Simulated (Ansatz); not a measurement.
Base system: GaN in the wurtzite structure (space group P6_3mc, No. 186; a = 3.1827 Å, c = 5.1857 Å).

Now apply this change: cell and atoms relaxed at a pressure of 4.2 GPa.

Levels (all Ansatz, a quantum-chemistry and plane-wave program, PAW, earlier PAW set): PBEsol (420 eV, without spin-orbit coupling); r2SCAN (500 eV, no SOC); HSE06 (420 eV, spin-orbit coupling left out); PBEsol+SOC (420 eV, noncollinear with spin-orbit coupling).

One geometry, relaxed with PBEsol, under each level:

The valence-band top lists the three highest levels at Γ (Kramers pairs under SOC), from the VBM.

| level | band gap | lowest conduction level above the VBM at special points | valence-band top at Γ | electron mass | pressure |
|---|---|---|---|---|---|
| PBEsol | 2.02 eV | Γ 2.02 eV; A 4.34 eV; L 4.36 eV; K 4.99 eV | 0.00, 0.00, -0.05 eV | 0.17 mₑ along c, 0.18 mₑ across (at Γ) | 4.20 GPa |
| r2SCAN | [?] | [?] | – | [?] | [?] |
| HSE06 | 3.36 eV | Γ 3.36 eV; A 5.84 eV; L 5.76 eV | – | – | – |
| PBEsol+SOC | 2.01 eV | Γ 2.01 eV; A 4.34 eV; L 4.36 eV; K 4.99 eV | 0.00, 0.00, -0.05 eV | 0.17 mₑ along c, 0.18 mₑ across (at Γ) | 4.17 GPa |

**Question.** Give the withheld r2SCAN results.

**Answer.** 
- r2SCAN, band gap: 2.50 eV
- r2SCAN, lowest conduction level above the VBM at special points: Γ 2.50 eV; A 4.93 eV; L 4.97 eV; K 5.59 eV
- r2SCAN, electron mass: 0.18 mₑ along c, 0.20 mₑ across (at Γ)
- r2SCAN, pressure: 4.37 GPa

Single points use the geometry relaxed with PBEsol. Their cutoffs differ, which shifts pressures a little. Differences between runs with and without spin-orbit coupling are approximate. Load acts through the strain it causes; cell and atoms are relaxed under it. Effective masses come from finite differences of ±0.01 Å⁻¹. Stability against distortions was not tested. Tetrahedral semiconductors of this kind turn to denser phases somewhere between about 1 and 50 GPa; those were not computed, so compressed cells here can lie past the real transition.
